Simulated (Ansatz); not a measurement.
Pressure series in hypothetical P4_2/mnm MgO

The reference is MgO (space group P4_2/mnm, No. 136; a = 5.5651 Å, c = 3.2925 Å; a hypothetical phase, not in the database extracts checked).

Cell and atoms are relaxed at each pressure.

Levels (all Ansatz, an electronic-structure program, PAW): PBE (420 eV, spin-orbit coupling left out); PBEsol (420 eV, scalar-relativistic without spin-orbit coupling).

The base cell above is that of PBE; each level relaxes its own structures.

```
case              c/a ratio, PBE  c/a ratio, PBEsol
----------------  --------------  -----------------
pressure −2 GPa            0.589              0.591
pressure −1 GPa            0.590              0.593
pressure 0.3 GPa           0.592              0.595
pressure 0.7 GPa           0.593              0.596
pressure 1.5 GPa           0.594              0.597
pressure 3 GPa             0.597              0.601
pressure 5 GPa             0.601              0.606
pressure 7.5 GPa           0.607              0.615
pressure 10 GPa            0.616              0.632
```

PBE lies below PBEsol in every row, by 0.003 to 0.016. They put the cases in the same order.

Load acts through the strain it causes; cell and atoms are relaxed under it. No phonon test of stability was made. Competing high-pressure phases were not computed.
